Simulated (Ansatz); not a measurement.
The reference is ZnCu₂SnS₄ (space group I-4, No. 82; a = 5.374 Å, c = 10.755 Å). Axes: x, y, z lie along a, b, c of the conventional cell.

All numbers come from Kohn–Sham DFT with the PBEsol functional, run in Ansatz (an electronic-structure program) with PAW and 420 eV plane waves, without spin-orbit coupling.

Before the change:

The shortest interatomic distance comes out as 2.271 Å.

Now apply this change: tensor shear ε_xz = +0.80 % (engineering shear γ = 0.0160); the atoms relax in the strained cell.

### Question
Predict the new stress.

### Answer
The stress (xx, yy, zz, yz, xz, xy; compression positive) amounts to (-0.01, 0.00, -0.01, 0.00, -0.71, 0.00) GPa.

### Question
How does this affect the shortest interatomic distance?

### Answer
The shortest interatomic distance remains 2.271 Å.

### Question
Estimate the effect on the largest internal atomic displacement.

### Answer
The largest internal atomic displacement amounts to 0.014 Å.

Stability against distortions was not tested. All final runs are without spin polarisation.
